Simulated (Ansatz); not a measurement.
Base system: Al₂Os (space group I4/mmm, No. 139; a = 3.156 Å, c = 8.296 Å; a cell from a computed database, its experimental status unchecked).

Levels (all Ansatz, a first-principles code, PAW): PBEsol (420 eV, without spin-orbit coupling); r2SCAN (500 eV, without spin-orbit coupling); HSE06 (420 eV, no spin-orbit coupling).

One geometry, relaxed with PBEsol, under each level:

| level | band gap | lowest conduction level above the VBM at special points | pressure |
|---|---|---|---|
| PBEsol | 0.28 eV | R 0.63 eV; G 0.63 eV; S 0.69 eV; S₀ 0.69 eV | 0.00 GPa |
| r2SCAN | 0.47 eV | R 0.90 eV; G 0.90 eV; S 0.94 eV; S₀ 0.94 eV | 0.44 GPa |
| HSE06 | 1.00 eV | R 1.50 eV; G 1.50 eV; S 1.52 eV; Γ 4.00 eV | – |

Single points use the geometry relaxed with PBEsol. Their cutoffs differ, which shifts pressures a little. HSE06 gaps are upper bounds (no full band path). With Os present, leaving out spin-orbit coupling can change the band edges. Stability against distortions was not tested.
